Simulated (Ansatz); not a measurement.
We consider CoO (model structure, P6₃/mmc, No. 194, 4 atoms in the cell), described by r²SCAN (Ansatz, a first-principles code, PAW).

Numerical settings: plane-wave cutoff 560 eV, 24×24×12 k mesh (along the axes of the cell as run), Fermi–Dirac smearing 0.05 eV, spin-polarised with opposed moments, scalar-relativistic PAW data made under PBE.

Cell (relaxed at this level):

```
CoO
1.0
    2.92221     0.00000     0.00000
   -1.46110     2.53070     0.00000
    0.00000     0.00000     5.10818
Co O
2 2
Direct
  0.00000   0.00000   0.00000
  0.00000   0.00000   0.50000
  0.33333   0.66667   0.25000
  0.66667   0.33333   0.75000
```
Starting moments (μB, in the order of the record's atoms Co Co O O): 2.7 -2.7 0.0 0.0.

**Question.** What does this level give for the band gap, direct gap at Γ and bulk modulus?

**Answer.** 
- band gap: 0.31 eV (on the SCF k mesh)
- direct gap at Γ: 1.79 eV
- bulk modulus: 193 GPa

Note: the magnetic order was assumed, not searched for or taken from measurement; the bulk modulus is −V dP/dV from two relaxed cells at ±2 % in volume; the relaxation could raise the start's symmetry but not lower it, so the cell can be a saddle point; without U or exact exchange, gaps and moments of open d shells tend to come out too small.

Static lattice: no zero-point or thermal effects.

Computing time: about 19 core-minutes (a rough figure).

A model structure was made by putting elements into a prototype or built by hand; it is no filed structure, need not be a known phase, and can be a saddle point held by its symmetry.
